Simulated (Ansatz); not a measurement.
GaN under a change: biaxial strain −1.25 %, plane normal [111], relaxed out of plane

Base system: GaN in the zinc blende structure (space group F-43m, No. 216; a = 4.455 Å). Axes: x, y, z lie along the cube axes.

The change: biaxial strain −1.25 %, plane normal [111], relaxed out of plane (Cartesian); in-plane vectors clamped, the third vector and the atoms free.

Level of theory: LDA (Ansatz, a first-principles code; PAW; 420 eV plane waves; no spin-orbit coupling). k-mesh 13×13×13 (Γ-centred); smearing 0.05 eV (Fermi–Dirac).

- Volume per atom = 10.84 Å³ (base 11.06 Å³)
- Space group = R3m (No. 160) (base F-43m (No. 216))
- Shortest interatomic distance = 191.4 pm (base 192.9 pm)
- Energy relative to the base (free energy F) = +5.2 meV/atom
- Pressure (mean of the normal stresses, compression positive) = 4.08 GPa (base 0.00 GPa)
- Band gap = 2.03 eV (base 1.96 eV)
- Gap character = direct at Γ (base direct at Γ)
- Electron mass = 0.18 mₑ out of plane, 0.19 mₑ in plane (at Γ) (base 0.18 mₑ (at Γ))
- Valence-band top at Γ (three highest levels, from the VBM) = 0.00, 0.00, -0.14 eV (base 0.00, 0.00, 0.00 eV)
- Valley order (the lowest conduction-band minima on the path, energy above the VBM, named in the base's zone) = Γ 2.03 eV; X along [100] 3.22 eV (base Γ 1.96 eV; X along ⟨100⟩ 3.27 eV)
- Out-of-plane strain = +0.58 %
- Ratio −ε⊥/ε∥ = 0.47
- Mean in-plane stress (compression positive) = +6.1 GPa

Final structure (turned so that z lies along the plane normal):

```yaml
crystal:
  lattice:
    - [3.11104, 0.00000, 0.00000]
    - [1.55552, 2.69424, 0.00000]
    - [1.55552, -0.89808, 2.58732]
  atoms:
    - { symbol: Ga, position: [0.99802, 0.00099, 0.00296] }
    - { symbol: N, position: [0.50198, 0.24901, 0.74704] }
```

Masses are band curvatures over ±0.01 Å⁻¹ around the edge. Whether these cells are dynamically stable was not tested. This is not the structure that GaN has at room temperature and ambient pressure. Labels are those of the standard path for the cell's own space group.
